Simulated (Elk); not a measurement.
**Input and output of a self-consistent single point for a sheet of PtS2 (3 atoms in the cell) (Elk)**

Method of the run: Elk with PBE, all-electron FP-LAPW, Elk's shipped species files, default APW+lo basis.

Input as run:

```
tasks
  0

xctype
  20

swidth
  0.00367493

maxscl
  100

scale
  6.338188823

avec
    1.0000000000    0.0000000687    0.0000000000
   -0.5000000595    0.8660253694    0.0000000000
    0.0000000000    0.0000000000    5.0067079347

atoms
  2
  'Pt.in'
  1
  0.0000000000  0.0000000000  0.5000000000    0.0 0.0 0.0
  'S.in'
  2
  0.3333333333  0.6666666667  0.5831500000    0.0 0.0 0.0
  0.6666666667  0.3333333333  0.4168500000    0.0 0.0 0.0

ngridk
  11 11 1
```

Log, with long lists cut:

```
│ Elk code version 10.2.4 │

All units are atomic (Hartree, Bohr, etc.)

│ Ground-state run starting from atomic densities │

Lattice vectors :
   6.338188823      0.4354335721E-06   0.000000000
  -3.169094789       5.489032317       0.000000000
   0.000000000       0.000000000       31.73346027

Unit cell volume      :    1104.023732
Brillouin zone volume :   0.2246783346

Muffin-tin inner radius fraction :   0.1000000000E-01

Nuclei treated as point charges

Species :    1 (Pt)
 parameters loaded from : Pt.in
 name : platinum
 nuclear charge    :   -78.00000000
 electronic charge :    78.00000000
 atomic mass :    355605.4398
 muffin-tin radius :    2.498418484
 number of radial points in muffin-tin :    697
 atomic positions (lattice), magnetic fields (Cartesian) :
   1 :   0.00000000  0.00000000  0.00000000    0.00000000  0.00000000  0.00000000

Species :    2 (S)
 parameters loaded from : S.in
 name : sulphur
 nuclear charge    :   -16.00000000
 electronic charge :    16.00000000
 atomic mass :    58450.91926
 muffin-tin radius :    1.963043095
 number of radial points in muffin-tin :    397
 atomic positions (lattice), magnetic fields (Cartesian) :
   1 :   0.33333333 -0.33333333  0.08315000    0.00000000  0.00000000  0.00000000
   2 :  -0.33333333  0.33333333 -0.08315000    0.00000000  0.00000000  0.00000000

Total number of atoms per unit cell :    3

Spin treatment :
 spin-unpolarised

Number of Bravais lattice symmetries :   24
Number of crystal symmetries         :   12
Crystal has inversion symmetry
Real symmetric eigensolver will be used

k-point grid :     11    11     1
k-point offset :    0.000000000       0.000000000       0.000000000
k-point set is reduced with full crystal symmetry group
Total number of k-points :       16

Muffin-tin radius times maximum |G+k| :    7.000000000
 using average radius
Maximum |G+k| for APW functions       :    3.268734489
Maximum (1/2)|G+k|²                   :    5.342312580
Maximum |G| for potential and density :    12.00000000
 potential will be trimmed for |G| > 2 gkmax
Constant for pseudocharge density :    7
Radial integration step length :    4

G-vector grid sizes :     25    25   125
Number of G-vectors :    32173

Maximum angular momentum used for
 APW functions                      :    8
 outer part of muffin-tin           :    6
 inner part of muffin-tin           :    1

Total nuclear charge    :   -110.0000000
Total core charge       :    68.00000000
Total valence charge    :    42.00000000
Total excess charge     :    0.000000000
Total electronic charge :    110.0000000

Effective Wigner radius, rₛ :    1.338132252

Number of empty states         :   12
Total number of valence states :   33
Total number of core states    :   68

Total number of local-orbitals :   41

Exchange-correlation functional :     20     0     0
 Perdew-Burke-Ernzerhof, Phys. Rev. Lett. 77, 3865 (1996)
 gradient requirement :    1
 generalised gradient approximation (GGA)

Smearing type :    3
 Fermi-Dirac
Smearing width :   0.3674930000E-02
Effective electronic temperature (K) :    1160.451112

Mixing type :    3
 Broyden mixing, J. Phys. A: Math. Gen. 17, L317 (1984)

Kohn-Sham potential initialised from atomic data

│ Self-consistent loop started │
│ Loop number : 1 │
 total energy                :     -19199.1043999
│ Loop number : 2 │
 total energy                :     -19201.5546340
RMS change in Kohn-Sham potential (target) :   0.4952725135     (  0.1000000000E-05)
Absolute change in total energy (target)   :    2.450234139     (  0.1000000000E-03)
│ Loop number : 3 │
 total energy                :     -19201.9707018
RMS change in Kohn-Sham potential (target) :   0.4851809650     (  0.1000000000E-05)
Absolute change in total energy (target)   :    1.028626297     (  0.1000000000E-03)
│ Loop number : 4 │
 total energy                :     -19215.2969234
RMS change in Kohn-Sham potential (target) :   0.3414962112     (  0.1000000000E-05)
Absolute change in total energy (target)   :    13.58337820     (  0.1000000000E-03)
│ Loop number : 5 │
 total energy                :     -19230.0930054
RMS change in Kohn-Sham potential (target) :   0.1657245661     (  0.1000000000E-05)
Absolute change in total energy (target)   :    18.19192660     (  0.1000000000E-03)
│ Loop number : 6 │
 total energy                :     -19238.3305787
RMS change in Kohn-Sham potential (target) :   0.7611142451E-01 (  0.1000000000E-05)
Absolute change in total energy (target)   :    12.78555490     (  0.1000000000E-03)
│ Loop number : 7 │
 total energy                :     -19245.0776079
RMS change in Kohn-Sham potential (target) :   0.1125426258E-01 (  0.1000000000E-05)
Absolute change in total energy (target)   :    9.943417981     (  0.1000000000E-03)
│ Loop number : 8 │
 total energy                :     -19245.1220754
RMS change in Kohn-Sham potential (target) :   0.6058548927E-02 (  0.1000000000E-05)
Absolute change in total energy (target)   :    2.530321910     (  0.1000000000E-03)
│ Loop number : 9 │
 total energy                :     -19245.3250436
RMS change in Kohn-Sham potential (target) :   0.9975363205E-03 (  0.1000000000E-05)
Absolute change in total energy (target)   :   0.8355487104     (  0.1000000000E-03)
│ Loop number : 10 │
 total energy                :     -19245.3554734
RMS change in Kohn-Sham potential (target) :   0.4306118577E-03 (  0.1000000000E-05)
Absolute change in total energy (target)   :   0.2393169498     (  0.1000000000E-03)
│ Loop number : 11 │
 total energy                :     -19245.3332076
RMS change in Kohn-Sham potential (target) :   0.1309812413E-03 (  0.1000000000E-05)
Absolute change in total energy (target)   :   0.3756345282E-01 (  0.1000000000E-03)
│ Loop number : 12 │
 total energy                :     -19245.3433119
RMS change in Kohn-Sham potential (target) :   0.4042345068E-04 (  0.1000000000E-05)
Absolute change in total energy (target)   :   0.1949515841E-01 (  0.1000000000E-03)
│ Loop number : 13 │
 total energy                :     -19245.3398291
RMS change in Kohn-Sham potential (target) :   0.1914894189E-04 (  0.1000000000E-05)
Absolute change in total energy (target)   :   0.1390972324E-02 (  0.1000000000E-03)
│ Loop number : 14 │
 total energy                :     -19245.3427079
RMS change in Kohn-Sham potential (target) :   0.1010414545E-04 (  0.1000000000E-05)
Absolute change in total energy (target)   :   0.3226597073E-02 (  0.1000000000E-03)
│ Loop number : 15 │
 total energy                :     -19245.3418029
RMS change in Kohn-Sham potential (target) :   0.2445243415E-05 (  0.1000000000E-05)
Absolute change in total energy (target)   :   0.9835665333E-04 (  0.1000000000E-03)
│ Loop number : 16 │
 total energy                :     -19245.3415157
RMS change in Kohn-Sham potential (target) :   0.9411716331E-06 (  0.1000000000E-05)
Absolute change in total energy (target)   :   0.3117509368E-03 (  0.1000000000E-03)
│ Loop number : 17 │
 total energy                :     -19245.3415598
RMS change in Kohn-Sham potential (target) :   0.2940436854E-06 (  0.1000000000E-05)
Absolute change in total energy (target)   :   0.3385689706E-04 (  0.1000000000E-03)
Convergence targets achieved

│ Loop number : 18 │

Energies :
 Fermi                       :    -0.437933614170E-01
 sum of eigenvalues          :     -11821.7289184
 electron kinetic            :      21911.2830285
 core electron kinetic       :      21061.1772865
 Coulomb                     :     -40747.8393391
 Coulomb potential           :     -33199.0947169
 nuclear-nuclear             :      2310.07422018
 electron-nuclear            :     -52916.7324016
 Hartree                     :      9858.81884238
 Madelung                    :     -24148.2919806
 xc potential                :     -533.917229971
 exchange                    :     -402.761198691
 correlation                 :     -6.02404771128
 electron entropic           :    -0.177493966670E-04
 total energy                :     -19245.3415748

Density of states at Fermi energy :   0.1485520187
 (states/Hartree/unit cell)

Estimated indirect band gap :   0.5293418509E-01
 from k-point      3 to k-point     15
Estimated direct band gap   :   0.6182511392E-01
 at k-point      3

Charges :
 core                        :    68.00000000
 valence                     :    42.00000000
 interstitial                :    5.841434171
 muffin-tins (core leakage)
  species :    1 (Pt)
   atom    1                 :    76.65465003     (  0.7667828338E-03)
  species :    2 (S)
   atom    1                 :    13.75195790     (  0.3327439733E-03)
   atom    2                 :    13.75195790     (  0.3327439733E-03)
 total in muffin-tins        :    104.1585658
 total calculated charge     :    109.9837223
 total charge                :    110.0000000
 error                       :   0.1627767654E-01

│ Self-consistent loop stopped │
```

The run converged in 18 iterations. The count includes the last loop, which Elk runs after its targets are met.

The starting cell was generated: these elements placed on a structure prototype, without a prior relaxation; it need not be a known phase or ordering of this composition. Its lattice was rescaled in the plane by a random factor within 2.5 % of one. Spin-orbit coupling is off. Values depend on the basis (sphere radii, cutoffs, local orbitals), which need not be converged.

Cost on one core of a shared machine: roughly 80 s.
